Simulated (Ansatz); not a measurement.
Consider a periodic stack without vacuum, fcc Al (0 0 1) on zinc-blende InP (0 0 1) (film strained to the substrate, faces as cut): substrate slab In5P6, film Al12, surface cells [[1, 0], [1, 1]] and [[0, -1], [2, 1]], film strained by +4.3 and +4.3 %, faces P/P and Al/Al as cut (like faces can put a slab off its formula). Its start:

```
Al12In5P6
1.0
    4.21436     0.00000    -0.05524
    0.00000     4.21436     0.01093
    0.99557    -1.32164    28.01325
In P Al
5 6 12
Direct
  0.90398   0.08496   0.19014
  0.41507   0.54393   0.08537
  0.89536   0.14791   0.39907
  0.39820   0.61263   0.29463
  0.39295   0.72461   0.50369
  0.90840   0.56860   0.13608
  0.84366   0.06945   0.00824
  0.89171   0.63332   0.34753
  0.39745   0.09733   0.24170
  0.89863   0.42863   0.57478
  0.38716   0.20186   0.45266
  0.38194   0.98019   0.68395
  0.87509   0.49059   0.69430
  0.89297   0.95603   0.62071
  0.38990   0.45496   0.62022
  0.36727   0.01653   0.82529
  0.85146   0.52450   0.82651
  0.88015   0.01254   0.75709
  0.36498   0.50100   0.75829
  0.34969   0.05777   0.96312
  0.84953   0.55782   0.96329
  0.86145   0.04015   0.88953
  0.35750   0.54020   0.90031
```

The start was prepared with a machine-learned potential, and the result is one local minimum, with the in-plane cell held and forces under 0.04 eV/Å; the film can end far from its bulk form.

All values below come from PBE (plane waves to 420 eV, PAW; Ansatz, a first-principles code). No spin–orbit coupling; the runs are not spin-polarised; PBE gaps are too small against experiment. Its k-point mesh 7×7×1, Fermi–Dirac width 0.05 eV.

Question: Predict the relaxed interface.

Answer: 
| Property | Value |
|---|---|
| interface area | 17.8 Å² |
| period | 28.23 Å |
| gaps between the outermost planes at the two interfaces | 1.50 and 1.52 Å |
| Al–P contacts across the interfaces within 1.22 times the sum of covalent radii | 7, mean 2.63 Å |
| estimate of the barrier | withheld, since the Fermi level falls at or inside a band of the host, which a slab this thin can't settle |
